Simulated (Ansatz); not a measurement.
Defect: interstitial O in zinc-blende BN, neutral cell. All values below come from PBE, PAW (plane waves to 420 eV; Ansatz, a program for electronic structure).

Settings: 64 host sites, the relaxed PBE lattice, a 2×2×2 k-point mesh shifted by half a step, smearing 0.01 eV, spin-restricted, no image-charge correction. Energies are static. The charge state is imposed; whether it is stable for some Fermi level was not computed. Sites that were not tried may lie lower.

Barriers: single points on a 3×3×3 k-point mesh shifted by half a step at the bands' geometries.

The step: several atoms move together, O the farthest (a rearrangement that moves the defect's centre by under 1 Å). Atoms about the jump, Cartesian Å from the middle of the jump, before and after:

| atom | x0 | y0 | z0 | x1 | y1 | z1 |
|---|---|---|---|---|---|---|
| O1 | 0.04 | -0.02 | -0.31 | -0.04 | 0.02 | 0.31 |
| N2 | -1.27 | -0.02 | -0.31 | -0.96 | -0.24 | -0.60 |
| B3 | 0.47 | 0.96 | 0.66 | 0.47 | 1.12 | 0.82 |
| B4 | 0.47 | -0.99 | -1.28 | 0.18 | -1.02 | -1.34 |
| N5 | 1.23 | -0.01 | 1.56 | 1.31 | 0.05 | 1.66 |
| N6 | 1.23 | 1.86 | -0.30 | 1.20 | 1.87 | -0.28 |
| B7 | -1.76 | -0.96 | 0.64 | -1.70 | -1.02 | 0.53 |
| N8 | 1.23 | -1.89 | -0.32 | 1.13 | -1.84 | -0.33 |
| B9 | -1.76 | 0.93 | -1.25 | -1.65 | 0.89 | -1.30 |
| N10 | 1.23 | -0.03 | -2.18 | 1.12 | -0.02 | -2.12 |
| B11 | 2.10 | -0.94 | 0.62 | 2.06 | -0.90 | 0.62 |
| B12 | 2.10 | 0.91 | -1.24 | 2.04 | 0.89 | -1.20 |
| N13 | -0.64 | 1.76 | 1.47 | -0.64 | 1.87 | 1.56 |
| N14 | -0.68 | -1.80 | 1.47 | -0.68 | -1.84 | 1.48 |
| N15 | -0.68 | 1.77 | -2.09 | -0.67 | 1.79 | -2.12 |
| B16 | 0.24 | -0.91 | 2.40 | 0.26 | -0.90 | 2.41 |
| B17 | 0.24 | 2.70 | -1.20 | 0.24 | 2.71 | -1.20 |
| N18 | 2.96 | -0.02 | -0.31 | 2.95 | -0.02 | -0.31 |
| N19 | -0.64 | -1.79 | -2.09 | -0.69 | -1.90 | -2.20 |
| B20 | 0.24 | -2.73 | 0.58 | 0.23 | -2.73 | 0.59 |
| B21 | 0.24 | 0.88 | -3.02 | 0.24 | 0.89 | -3.03 |
| N22 | -2.56 | -0.02 | 1.57 | -2.47 | -0.02 | 1.47 |
| N23 | -2.56 | 1.86 | -0.32 | -2.48 | 1.79 | -0.31 |
| B24 | -1.58 | 0.87 | 2.40 | -1.55 | 0.89 | 2.39 |
| B25 | -1.58 | 2.69 | 0.58 | -1.56 | 2.71 | 0.60 |

**Question.** Predict the transition state.

**Answer.** 
```csv
atom,x,y,z
O1,0.10,0.14,-0.16
N2,-1.11,-0.22,-0.53
B3,0.47,1.06,0.76
B4,0.28,-0.99,-1.30
N5,1.25,0.02,1.60
N6,1.25,1.90,-0.29
B7,-1.72,-0.99,0.57
N8,1.16,-1.87,-0.34
B9,-1.72,0.88,-1.30
N10,1.16,-0.03,-2.17
B11,2.06,-0.92,0.60
B12,2.06,0.91,-1.23
N13,-0.65,1.80,1.49
N14,-0.67,-1.81,1.45
N15,-0.67,1.76,-2.11
B16,0.25,-0.90,2.39
B17,0.25,2.70,-1.21
N18,2.95,-0.02,-0.33
N19,-0.67,-1.88,-2.19
B20,0.24,-2.73,0.57
B21,0.24,0.88,-3.04
N22,-2.51,-0.03,1.50
N23,-2.51,1.80,-0.33
B24,-1.57,0.87,2.39
B25,-1.57,2.69,0.57
```
It lies 0.22 eV above the start and 0.11 eV above the end. The program found a first-order saddle point.
